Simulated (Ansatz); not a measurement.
**Short convergence ladders for CaAg2Ge2 (I4mm, 5 atoms in the cell)**

```
Ca(AgGe)2
1.0
   -2.14959     2.14959     5.42914
    2.14959    -2.14959     5.42914
    2.14959     2.14959    -5.42914
Ca Ag Ge
1 2 2
Direct
  0.00460   0.00460   0.00000
  0.25000   0.75000   0.50000
  0.75000   0.25000   0.50000
  0.39031   0.39031   0.00000
  0.60969   0.60969   0.00000
```

Base method: LDA (PW92), default PAW files made with PBE (plane waves; Ansatz, an electronic-structure program).

Base settings: basis.ecutwfc = 420 eV; kpoints.mp_grid.grid = 8 8 8; hamiltonian.xc = lda; hamiltonian.pseudopotentials = {kind: paw} (the program's default PAW files); scf.occupations.method = gaussian; scf.occupations.width = 0.1 eV.

The count of work is k-points × plane waves × bands × iterations; it is no time. Core times come from one kind of shared machine, to one figure; runs under 30 s give none.

**The k-point mesh**

Only quantities that move along the ladder and can be compared are tabulated.

```csv
kpoints.mp_grid.grid,free energy less the last step's (meV/atom),pressure (GPa),largest difference of a force vector from the last step's (eV/Å),count of work / last,core time / last (rough)
2 2 2,129.51,-5.06,0.393,0.016,–
3 3 3,34.80,-3.86,0.163,0.022,–
4 4 4,1.51,-4.28,0.029,0.047,–
6 6 6,0.42,-3.94,0.050,0.12,–
8 8 8,0.29,-3.98,0.029,0.24,–
9 9 9,0.19,-3.90,0.023,0.31,0.3
11 11 11,0.17,-3.89,0.001,0.52,0.5
14 14 14,0.00,-3.89,0.000,1.0,1
```

Coarsest kpoints.mp_grid.grid that holds the forces within 0.02 eV/Å of the last step, with all finer ones: 11 11 11; the step before is off by 0.023 eV/Å.

Coarsest kpoints.mp_grid.grid that holds the pressure within 0.1 GPa of the last step, with all finer ones: 6 6 6, at 0.12 of the last step's count of work; the step before is off by 0.38 GPa.

Coarsest kpoints.mp_grid.grid that holds the free energy within 5 meV/atom of the last step, with all finer ones: 4 4 4, at 0.047 of the last step's count of work; the step before is off by 35 meV/atom.

**The k-point mesh at a smearing width of 0.05 eV**

In this ladder: scf.occupations.width = 0.05 eV.

Only quantities that move along the ladder and can be compared are tabulated.

| kpoints.mp_grid.grid | free energy less the last step's (meV/atom) | pressure (GPa) | largest difference of a force vector from the last step's (eV/Å) | count of work / last | core time / last (rough) |
|---|---|---|---|---|---|
| 4 4 4 | 2.41 | -4.28 | 0.007 | 0.016 | – |
| 5 5 5 | 8.22 | -4.03 | 0.112 | 0.022 | – |
| 6 6 6 | 0.73 | -3.97 | 0.069 | 0.036 | – |
| 8 8 8 | 0.61 | -4.01 | 0.030 | 0.081 | – |
| 12 12 12 | -0.38 | -3.92 | 0.014 | 0.22 | 0.2 |
| 14 14 14 | 0.18 | -3.88 | 0.005 | 0.34 | 0.3 |
| 21 21 21 | 0.00 | -3.91 | 0.000 | 1.0 | 1 |

Coarsest kpoints.mp_grid.grid that holds the pressure within 0.2 GPa of the last step, with all finer ones: 5 5 5, at 0.022 of the last step's count of work; the step before is off by 0.37 GPa.

Coarsest kpoints.mp_grid.grid that holds the free energy within 1 meV/atom of the last step, with all finer ones: 6 6 6, at 0.036 of the last step's count of work; the step before is off by 8.2 meV/atom.

**The width of Gaussian smearing**

In this ladder: kpoints.mp_grid.grid = 13 13 13.

Narrow widths need finer meshes than wide ones, so the last steps can hold mesh noise.

Only quantities that move along the ladder and can be compared are tabulated; pressure and forces are left out, as mesh noise rules them at narrow widths.

| scf.occupations.width | free energy less the last step's (meV/atom) | energy extrapolated to zero width less the last step's (meV/atom) | core time / last (rough) |
|---|---|---|---|
| 1 eV | -77.69 | 2.83 | 1 |
| 0.5 eV | -18.01 | 0.56 | 1 |
| 0.3 eV | -5.86 | 0.01 | 1 |
| 0.1 eV | 0.00 | 0.00 | 1 |

Widest scf.occupations.width that holds the free energy within 5 meV/atom: not settled: the last two steps still differ by 5.9 meV/atom, over half the tolerance, so the ladder does not show it.

Widest scf.occupations.width that holds the energy extrapolated to zero width within 0.5 meV/atom of the last step, with all finer ones: 0.3 eV; the step before is off by 0.56 meV/atom.

The extrapolation to zero width removes most of the smearing's effect on the energy.

On the base run: the starting cell comes from a database of computed structures (which also holds hypothetical and non-ambient phases and stackings), without a prior relaxation at this level. Its lattice was rescaled by up to half a per cent. One atom was moved a little off its site on purpose. In the base run, with a pressure of about -4 GPa the cell is away from its equilibrium volume at this level. Ansatz's pressure includes its estimate of the finite-basis (Pulay) stress.

Left out of this page: 2 runs of the series outside the window shown, repeating another row's setting, or not comparable.

Keys are those of Ansatz 0.2.
